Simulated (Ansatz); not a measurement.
TiSi2: response to strain

Consider TiSi2 (space group Fddd, No. 70; a = 4.779 Å, b = 8.230 Å, c = 8.521 Å). Axes: x, y, z lie along a, b, c of the conventional cell.

Strains are applied to the cell and any free atomic positions relax; under biaxial strain the out-of-plane vector relaxes too.

All numbers come from plane-wave PAW DFT at the r2SCAN level (Ansatz, a program for electronic structure, 500 eV), no spin-orbit coupling.

Notes on the quantities. pressure: mean of the normal stresses, compression positive; energy relative to the base: free energy F.

```tsv
variant	shortest interatomic distance	pressure	energy relative to the base
base	2.519 Å	0.0 GPa	0 meV/atom
biaxial strain −2.91 %, plane normal [001], relaxed out of plane	2.512 Å	7.8 GPa	+28 meV/atom
biaxial strain −0.52 %, plane normal [001], relaxed out of plane	2.518 Å	1.2 GPa	+0.8 meV/atom
isotropic strain −5.29 %	2.392 Å	(withheld)	(withheld)
isotropic strain −2.69 %	2.455 Å	14.7 GPa	+47 meV/atom
isotropic strain +4.09 %	2.614 Å	-13.9 GPa	+86 meV/atom
uniaxial strain ε_yy = −1.61 %	2.517 Å	2.2 GPa	+3.9 meV/atom
uniaxial strain ε_zz = −0.66 %	2.509 Å	1.2 GPa	+0.8 meV/atom
tensor shear ε_xz = +1.26 %	2.505 Å	0.0 GPa	+3.1 meV/atom
tensor shear ε_xz = +3.30 %	2.484 Å	0.3 GPa	+21 meV/atom
```

Problem. What belongs in the blanks?

Solution. 
- isotropic strain −5.29 %, pressure: 34.9 GPa
- isotropic strain −5.29 %, energy relative to the base: +198 meV/atom

Without a gap, meshes like the base's 13×13×13 leave anisotropic stresses uncertain by several tenths of a GPa, and small strain energies with them. No phonon test of stability was made. All final runs are without spin polarisation.
